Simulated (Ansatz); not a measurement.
Sn: isotropic strain −1.00 %

Consider Sn in the diamond structure (space group Fd-3m, No. 227; a = 6.6562 Å; relaxed with 0.1 eV smearing).

Now apply this change: an isotropic linear strain of −1.00 %, atoms relaxed at fixed cell.

Level of theory: PBE (Ansatz, an electronic-structure program, PAW, no spin-orbit coupling). Settings: 15×15×15 k-points, 0.1 eV Fermi–Dirac smearing.

The volume per atom shrinks by 1.09 Å³ to 35.77 Å³ and the space group stays Fd-3m (No. 227). The shortest interatomic distance shrinks by 0.029 Å (2.882 Å → 2.853 Å) and the energy goes up by 3.8 meV/atom. The pressure goes from zero to 1.2 GPa and the band gap is still zero.

Stability against distortions was not tested.
